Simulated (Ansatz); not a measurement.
A constructed model of the (111) surface of fcc Ir, a pseudomorphic layer of Co in the host's stacking (bottom of the slab: a bare face, its two planes held)

All values below come from PBE (plane waves to 420 eV, PAW; Ansatz, a first-principles code).

Set-up: 7 atoms, 13.5 Å thick at the start with caps and adatoms (thin: gaps and levels are the slab's own); mesh 16x16x1; 0.1 eV smearing; dipole correction on; 2 atoms held, the rest relaxed; symmetry of the start imposed; spin-polarised, ending with about 2.0 μB a cell; orders that need a larger cell were not tried, no spin-orbit, no U. In PBE it is, or lies within 0.01 eV a 1x1 cell of, the lowest of the 2 structures of its composition computed so far; subsurface sites and larger cells were not tried.

work function of the top face: 4.73 eV
energy released by relaxation: 0.23 eV
magnetic moment of the cell: 1.97 μB
cost: around 5 core-minutes (rough)
